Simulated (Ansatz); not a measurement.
Start from KF in the rock salt structure (space group Fm-3m, No. 225; a = 5.421 Å).

Method: PBE in Ansatz (plane waves to 420 eV, PAW, no spin-orbit coupling).

Base values:

* **Pressure**: 0.00 GPa

It is then changed as follows: the cell is scaled by 1.0200 in all directions; the atoms relax in the strained cell.

### Question
Predict the new pressure and mean gap deformation potential ΔEg/Δln V.

### Answer
The pressure goes from zero to -1.49 GPa; the mean gap deformation potential ΔEg/Δln V is -4.8 eV.

No phonon test of stability was made.

Ansatz is a program for electronic structure.
